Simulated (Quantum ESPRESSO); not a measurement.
Troubleshooting Quantum ESPRESSO: a failed run on InSbSe3 (Pnma, 20 atoms in the cell). The aim is a self-consistent single point with DFT, LDA (PZ), plane waves, GBRV 1.5 ultrasoft (LDA) pseudopotentials.

The input file:

```fortran
&CONTROL
    calculation = 'scf',
    outdir = './tmp/',
    pseudo_dir = './',
    tprnfor = .true.,
    tstress = .true.,
/
&SYSTEM
    ibrav = 0,
    celldm(1) = 18.88531818,
    nat = 20,
    ntyp = 3,
    ecutwfc = 40,
    ecutrho = 200,
    occupations = 'fixed',
    nbnd = 94,
/
&ELECTRONS
    conv_thr = 1.0d-10,
    mixing_beta = 0.4,
/
ATOMIC_SPECIES
In   114.8180  in_lda_v1.4.uspp.F.UPF
Sb   121.7600  sb_lda_v1.4.uspp.F.UPF
Se    78.9710  se_lda_v1.uspp.F.UPF
ATOMIC_POSITIONS {angstrom}
In    1.47486729    1.02176000    0.65667851
In    8.51881271    3.06528000   13.44724148
In    3.52197271    3.06528000    7.70863851
In    6.47170729    1.02176000    6.39528148
Sb    0.28012285    1.02176000    8.98899237
Sb    9.71355715    3.06528000    5.11492763
Sb    4.71671715    3.06528000    1.93703237
Sb    5.27696285    1.02176000   12.16688763
Se    5.02522205    1.02176000    8.71481217
Se    4.96845795    3.06528000    5.38910783
Se    9.96529795    3.06528000    1.66285217
Se    0.02838205    1.02176000   12.44106783
Se    3.11902753    1.02176000    2.86690382
Se    6.87465247    3.06528000   11.23701618
Se    1.87781247    3.06528000    9.91886382
Se    8.11586753    1.02176000    4.18505618
Se    1.60918235    1.02176000    6.68934822
Se    8.38449765    3.06528000    7.41457178
Se    3.38765765    3.06528000   13.74130822
Se    6.60602235    1.02176000    0.36261178
K_POINTS {automatic}
2 4 1
CELL_PARAMETERS {alat}
   1.00000000     0.00000000     0.00000000
   0.00000000     0.40896246     0.00000000
   0.00000000     0.00000000     1.41128393
```

Log, with long lists cut:

```
     This program is part of the open-source Quantum ESPRESSO suite
     for quantum simulation of materials; please cite

 %%%%%%%%%%%%%%%%%%%%%%%%%%%%%%%%%%%%%%%%%%%%%%%%%%%%%%%%%%%%%%%%%%%%%%%%%%%%%%
     Error in routine card_kpoints (1):
      end of file while reading automatic k points
 %%%%%%%%%%%%%%%%%%%%%%%%%%%%%%%%%%%%%%%%%%%%%%%%%%%%%%%%%%%%%%%%%%%%%%%%%%%%%%

     stopping ...
```

**Question.** Read the log: what does the program object to, and what is the fix?

**Answer.** The fault is an automatic mesh without its three shifts. The card takes six integers. To fix it, add the shifts. The program stopped before any SCF iteration.

An input that runs soundly differs in these lines (not the only fix; some lines may just follow from the change or write a value another way):
```diff
-2 4 1
+2 4 1  1 1 1
```

With that input, the run converged in 15 iterations: free energy E − TS -24346.8778 eV; top of the valence band (on the code's own zero) 5.39 eV; gap on the k-point mesh 1.50 eV; pressure -4.42 GPa; largest force (vector length) 0.298 eV/Å (DFT, LDA (PZ), plane waves, GBRV 1.5 ultrasoft (LDA) pseudopotentials).

On the sound input: the starting cell comes from a database of computed structures (which also holds hypothetical and non-ambient phases and stackings), without a prior relaxation at this level. Spin-orbit coupling is off. With a pressure of about -4 GPa the cell is away from its equilibrium volume at this level. The shifted mesh does not hold Γ, so a gap read on it misses any band edge there.
